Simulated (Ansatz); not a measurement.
The reference is GaSb in the zinc blende structure (space group F-43m, No. 216).

```
GaSb
1.0
    0.00000     3.05573     3.05573
    3.05573     0.00000     3.05573
    3.05573     3.05573     0.00000
Ga Sb
1 1
Cartesian
  0.00000   0.00000   0.00000
  1.52787   1.52787   1.52787
```

Cartesian axes are those of the cell as printed.

Computed with PBEsol in Ansatz (plane waves to 420 eV, PAW, scalar-relativistic without spin-orbit coupling).

For the base:

| Quantity | Result |
|---|---|
| Band gap | zero |
| Shortest interatomic distance | 2.646 Å |
| Pressure | 0.0 GPa |

Perturbation: tensor shear ε_xy = +0.29 % (engineering shear γ = 0.0058), atoms relaxed at fixed cell.

Task: How does this affect the band gap?

Result: The band gap stays zero.

Task: What happens to the energy relative to the base?

Result: The energy hardly moves.

Task: What happens to the shortest interatomic distance?

Result: The shortest interatomic distance shrinks by 0.002 Å to 2.644 Å.

Task: What happens to the pressure?

Result: The pressure (mean of the normal stresses, compression positive) is still 0.0 GPa.

Spin-orbit coupling, missing from the scalar runs, can matter with Sb. The cells carry an imposed strain or load. Whether these cells are dynamically stable was not tested. The final runs are not spin-polarised. A zero or small gap of GaSb can be the functional's error rather than a property of the material.

Ansatz is a first-principles code.
